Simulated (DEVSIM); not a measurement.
System: Si n-i-p diode, at 350 K.

Layer 1 from the left is Si, thickness (μm) 0.120, Nd (cm⁻³) 1.7e17, τn (s) 0.00054, τp (s) 0.0054. Layer 2 from the left is Si, thickness (μm) 4.60, Na (cm⁻³) 4.8e12, τn (s) 0.00054, τp (s) 0.00054. Layer 3 from the left is Si, thickness (μm) 2.70, Na (cm⁻³) 6.6e18, τn (s) 0.00054, τp (s) 0.00054.

Left contact: ohmic. Right contact: ohmic. Voltage is applied to the left contact. Recombination: SRH at mid-gap. Mobility is constant in doping.

Constants are typed, rounded textbook-type inputs, not results; the design itself was drawn at random and stands for no fabricated device. Values at 300 K; Nc and Nv go as T^1.5, mobilities as T to minus their exponent, the gap by Varshni's rule with the affinity fixed.

Si: gap (eV) 1.124, affinity (eV) 4.05, permittivity 11.7, Nc (cm⁻³) 2.86e19, Nv (cm⁻³) 3.1e19, μn (cm²/Vs) 1417, μp (cm²/Vs) 470, T exponent of μn 2.3, T exponent of μp 2.2, Varshni α (eV/K) 0.000473, Varshni β (K) 636.

Simulated with DEVSIM: 1D drift-diffusion, Boltzmann statistics, complete ionisation; no tunnelling, impact ionisation, image-force lowering or self-heating.

Problem. What does the simulation give for the dark forward voltage at 100 A/cm², the dark forward voltage at 1 A/cm²?

Solution. dark forward voltage at 100 A/cm² 0.670 V; dark forward voltage at 1 A/cm² 0.489 V.
